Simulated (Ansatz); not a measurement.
## Na under a change: pressure 4.5 GPa

The parent structure is Na in the bcc (W type) structure (space group Im-3m, No. 229; a = 4.171 Å).

Modification: a hydrostatic pressure of 4.5 GPa.

Calculations: PBEsol (Ansatz, a first-principles code), spin-orbit coupling left out. Settings: 16×16×16 k-points, 0.05 eV Fermi–Dirac smearing.

The volume per atom drops by 9.853 Å³ (36.28 Å³ → 26.42 Å³) and the density rises by 0.39 g/cm³ (1.05 g/cm³ → 1.44 g/cm³). The lattice parameter a decreases by 0.418 Å, from 4.171 Å to 3.753 Å and the shortest interatomic distance drops by 0.362 Å (3.612 Å → 3.250 Å). The enthalpy H = E + PV relative to the base's energy comes out as +0.85 eV/atom and the band gap remains zero.

Final structure:

```
CELL_PARAMETERS angstrom
     -1.87630     1.87630     1.87630
      1.87630    -1.87630     1.87630
      1.87630     1.87630    -1.87630
ATOMIC_POSITIONS crystal
  Na 0.00000 0.00000 0.00000
```

Cost of the whole job for the changed cell (relaxation, final SCF and bands): about 12 core-seconds (a rough figure).

Load acts through the strain it causes; cell and atoms are relaxed under it. Stability against distortions was not tested.
